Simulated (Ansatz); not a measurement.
The parent structure is HfN in the rock salt structure (space group Fm-3m, No. 225; relaxed with 0.1 eV smearing).

```
HfN
1.0
    0.00000     2.27408     2.27408
    2.27408     0.00000     2.27408
    2.27408     2.27408     0.00000
Hf N
1 1
Direct
  0.00000   0.00000   0.00000
  0.50000   0.50000   0.50000
```

Method: PBE/PAW in Ansatz (an electronic-structure program), spin-orbit coupling left out.

Base values:

- Pressure: 0.0 GPa

It is then changed as follows: every lattice vector is shortened by 2.00 %; the atoms relax in the strained cell.

### Question
How does this affect the energy relative to the base and pressure?

### Answer
The energy goes up by 37 meV/atom; the pressure goes from zero to 18.1 GPa.

No phonon test of stability was made. All final runs are without spin polarisation. An odd electron count without spin: HfN.
